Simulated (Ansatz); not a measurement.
# What each level gives and costs: CdSe (P6_3mc, 4 atoms in the cell)

```
CdSe
1.0
    4.40215     0.00000     0.00000
   -2.20108     3.81238     0.00000
    0.00000     0.00000     7.18130
Cd Se
2 2
Cartesian
  2.20108   1.27079   3.59029
  0.00000   2.54159   7.18094
  2.20108   1.27079   6.29017
  0.00000   2.54159   2.69952
```

Program: Ansatz (a program for electronic structure), default PAW files made with PBE; each row names its functional.

Base settings: basis.ecutwfc = 420 eV; kpoints.mp_grid.grid = 5 5 2; hamiltonian.xc = hse06; hamiltonian.pseudopotentials = {kind: paw} (the program's default PAW files); scf.occupations.method = fixed.

Differences are taken from HSE06, a reference of convenience: it is no measurement, and no ranking of the functionals follows.

Core times come from one kind of shared machine and are given to one figure; runs under 30 s give none.

The starting cell comes from a database of computed structures (which also holds hypothetical and non-ambient phases and stackings), without a prior relaxation at this level. Its lattice was rescaled by a random factor within 2.5 % of one. Ansatz's pressure includes its estimate of the finite-basis (Pulay) stress.

```csv
level,gap on the mesh less reference (eV),pressure less reference (GPa),core time / reference (rough)
PBE,-0.922,1.21,–
PBE0,0.615,-0.13,1
HSE06,0.000,0.00,1
```

Keys are those of Ansatz 0.2.
